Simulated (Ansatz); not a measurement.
A computed series for Re: response to strain

The parent structure is Re in the hcp (Mg type) structure (space group P6_3/mmc, No. 194; relaxed with 0.1 eV smearing).

```
CELL_PARAMETERS angstrom
      2.77642     0.00000     0.00000
     -1.38821     2.40445     0.00000
      0.00000     0.00000     4.48093
ATOMIC_POSITIONS crystal
  Re 0.66667 0.33333 0.75000
  Re 0.33333 0.66667 0.25000
```

Cartesian axes are those of the cell as printed.

Strains are applied to the cell and any free atomic positions relax; under biaxial strain the out-of-plane vector relaxes too.

Computed with Kohn–Sham DFT with the PBE functional, run in Ansatz (an electronic-structure program) with PAW and 420 eV plane waves, no spin-orbit coupling.

Notes on the quantities. in-plane stress: mean in-plane stress (compression positive).

| case | in-plane stress | shortest interatomic distance | out-of-plane strain |
|---|---|---|---|
| base | – | 5.206 bohr | – |
| biaxial strain −2.50 %, plane normal [001], relaxed out of plane | +21.2 GPa | 5.116 bohr | +1.64 % |
| biaxial strain −2.00 %, plane normal [001], relaxed out of plane | +16.4 GPa | 5.142 bohr | +1.31 % |
| biaxial strain −1.50 %, plane normal [001], relaxed out of plane | +11.9 GPa | 5.168 bohr | +0.99 % |
| biaxial strain −1.00 %, plane normal [001], relaxed out of plane | +7.7 GPa | 5.194 bohr | +0.66 % |
| biaxial strain −0.50 %, plane normal [001], relaxed out of plane | +3.7 GPa | 5.209 bohr | +0.33 % |
| biaxial strain +0.50 %, plane normal [001], relaxed out of plane | -3.5 GPa | 5.203 bohr | -0.34 % |
| biaxial strain +1.50 %, plane normal [001], relaxed out of plane | -9.7 GPa | 5.197 bohr | -1.04 % |
| biaxial strain +2.00 %, plane normal [001], relaxed out of plane | -12.4 GPa | 5.194 bohr | -1.39 % |
| biaxial strain +3.00 %, plane normal [001], relaxed out of plane | -17.4 GPa | 5.188 bohr | -2.11 % |

Stability against distortions was not tested. The final runs are not spin-polarised.
